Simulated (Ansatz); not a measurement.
The starting structures come from a database of crystals and need not be the phases stable at ambient conditions.

The decay constant κ of evanescent states in the gap governs leakage through a thin film.

Data:

```
CsIn5S8
1.0
    3.89160     0.00000     0.00000
    1.94580     9.59849     0.00000
    0.00000     1.97026     9.16180
Cs In S
1 5 8
Direct
  0.50000   0.00000   0.50000
  0.00000   0.00000   0.00000
  0.34909   0.30182   0.06633
  0.65091   0.69818   0.93367
  0.29036   0.41928   0.65986
  0.70964   0.58072   0.34014
  0.83297   0.33406   0.51621
  0.16703   0.66594   0.48379
  0.92111   0.15778   0.19448
  0.07889   0.84222   0.80552
  0.58155   0.83690   0.13771
  0.41845   0.16310   0.86229
  0.76450   0.47100   0.84760
  0.23550   0.52900   0.15240
```

Space group of this cell: C2/m. The cell is taken as given.

Transport runs along the normal of the first two printed cell vectors.

The gap is the functional's own. No spin-orbit coupling. Mid-gap values are interpolated on the energy grid.

Compute, with Ansatz (a quantum-chemistry and plane-wave program) with r2SCAN, the band gap and the smallest decay constant κ at mid-gap.

Gap 1.88 eV on a 8×8×4 mesh; κ = 0.165 1/Å, at the zone centre.
